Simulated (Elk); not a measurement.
A self-consistent single point of TiPt3 (Pm-3m, 4 atoms in the cell) with Elk.

Computed with PBE, all-electron FP-LAPW, Elk's shipped species files, LAPW+lo basis in Elk.

```
CELL_PARAMETERS angstrom
      3.92453     0.00000     0.00000
      0.00000     3.92453     0.00000
      0.00000     0.00000     3.92453
ATOMIC_POSITIONS crystal
  Ti 0.00000 0.00000 0.00000
  Pt 0.50000 0.50000 0.00000
  Pt 0.00000 0.50000 0.50000
  Pt 0.50000 0.00000 0.50000
```

Reference input (self-consistent single point, DFT, PBE, all-electron FP-LAPW, Elk's shipped species files, LAPW+lo basis): xctype = 20; rgkmax = 8; stype = 1; swidth = 0.00999582 Ha; ngridk = 7 7 7; gmaxvr = 14 1/bohr; nxoapwlo = 1; rmtscf = 0.88. This run's input differs from it in these lines:

```diff
@@ -19,6 +19,6 @@
 stype
-  1
+  3
 
 swidth
-  0.00999582
+  0.0110248
```

The program printed (abridged):

```
│ Self-consistent loop started │
│ Loop number : 1 │
 total energy                :     -56136.9598641
│ Loop number : 2 │
 total energy                :     -56143.2635384
RMS change in Kohn-Sham potential (target) :   0.4737924184     (  0.1000000000E-05)
Absolute change in total energy (target)   :    6.303674302     (  0.1000000000E-03)
│ Loop number : 3 │
 total energy                :     -56143.9523023
RMS change in Kohn-Sham potential (target) :   0.4895090202     (  0.1000000000E-05)
Absolute change in total energy (target)   :    2.264682478     (  0.1000000000E-03)
│ Loop number : 4 │
   [... lines left out ...]
Absolute change in total energy (target)   :   0.3948704398E-04 (  0.1000000000E-03)
│ Loop number : 17 │
 total energy                :     -56194.4935258
RMS change in Kohn-Sham potential (target) :   0.5638118805E-06 (  0.1000000000E-05)
Absolute change in total energy (target)   :   0.1741301894E-03 (  0.1000000000E-03)
│ Loop number : 18 │
 total energy                :     -56194.4934881
RMS change in Kohn-Sham potential (target) :   0.2163659117E-06 (  0.1000000000E-05)
Absolute change in total energy (target)   :   0.8125211025E-04 (  0.1000000000E-03)
Convergence targets achieved

│ Loop number : 19 │

Energies :
 Fermi                       :     0.467362575293
 total energy                :     -56194.4934623

Density of states at Fermi energy :    65.69934258
 (states/Hartree/unit cell)

Estimated indirect band gap :   0.4595258223E-02
 from k-point     11 to k-point      5
Estimated direct band gap   :   0.7208551330E-02
 at k-point      5

Charges :
 core                        :    154.0000000
 valence                     :    102.0000000
 interstitial                :    6.979393221
 muffin-tins (core leakage)
  species :    1 (Ti)
   atom    1                 :    19.69269514     (  0.1534034588E-07)
  species :    2 (Pt)
   atom    1                 :    76.44263721     (  0.9070342424E-03)
   atom    2                 :    76.44263721     (  0.9070342424E-03)
   atom    3                 :    76.44263721     (  0.9070342424E-03)
 total in muffin-tins        :    249.0206068
 total calculated charge     :    255.9915171
 total charge                :    256.0000000
 error                       :   0.8482912107E-02

│ Self-consistent loop stopped │
```

The run converged in 19 iterations. The count includes the last loop, which Elk runs after its targets are met. 

The starting cell comes from a database of computed structures (which also holds hypothetical and non-ambient phases and stackings), without a prior relaxation at this level. Its lattice was rescaled by a random factor within 2.5 % of one. Spin-orbit coupling is off. Spin polarisation is off. Values depend on the basis (sphere radii, cutoffs, local orbitals), which need not be converged. The log's line on a gap gives a spacing of levels on this mesh, which the program prints for metals too.

Cost on one core of a shared machine: roughly 60 s.
